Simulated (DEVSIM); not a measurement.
abrupt Si n-p junction

Device: abrupt Si n-p junction, at 300 K.

```csv
layer (left to right),material,thickness (μm),Nd (cm⁻³),Na (cm⁻³),τn (s),τp (s)
1,Si,5.60,3.6e18,-,3.4e-7,3.4e-7
2,Si,49.0,-,5.3e15,3.4e-7,3.4e-7
```

Left contact: ohmic. Right contact: ohmic. Voltage is applied to the left contact. Recombination: SRH at mid-gap, radiative. Mobility is μmin + (μ − μmin)/(1 + (N/Nref)^α).

The device is made up for the run: typed textbook-type constants, with dimensions and the other settings drawn at random. Values at 300 K.

```
parameter           Si
-------------  -------
gap (eV)         1.124
affinity (eV)     4.05
permittivity      11.7
Nc (cm⁻³)      2.86e19
Nv (cm⁻³)       3.1e19
μn (cm²/Vs)       1417
μp (cm²/Vs)        470
μn,min              52
μp,min              45
Nref,n          9.7e16
Nref,p          2.2e17
αn                0.68
αp                0.72
B (cm³/s)      4.7e-15
```

Simulated with DEVSIM: 1D drift-diffusion, Boltzmann statistics, complete ionisation; no tunnelling, impact ionisation, image-force lowering or self-heating.

The potential step across the device at zero bias comes out as 0.846 V and the largest field in the device at zero bias is 110000 V/cm. The dark forward voltage at 1 A/cm² is 0.627 V and the dark forward voltage at 100 A/cm² comes out as 0.845 V.

Dark forward current:

(V (V), J (A/cm²)): (-0.05, -1.8e-8); (-0.10, -6.4e-8); (-0.15, -2.0e-7); (-0.20, -6.2e-7); (-0.25, -2.1e-6); (-0.30, -8.5e-6); (-0.35, -4.1e-5); (-0.40, -0.00024); (-0.45, -0.0015); (-0.50, -0.0099); (-0.55, -0.066); (-0.60, -0.42); (-0.65, -2.1); (-0.70, -7.3); (-0.75, -21); (-0.80, -50); (-0.85, -110); (-0.90, -220); (-0.95, -400); (-1.00, -700); (-1.05, -1100); (-1.10, -1700); (-1.15, -2500)

Small-signal capacitance in reverse bias (quasi-static):

```csv
V (V),C (nF/cm²)
0.1,23.1
0.25,21.2
0.5,18.9
0.75,17.2
1,15.9
1.5,14.0
2,12.6
2.5,11.6
3.25,10.5
4,9.60
5,8.73
```
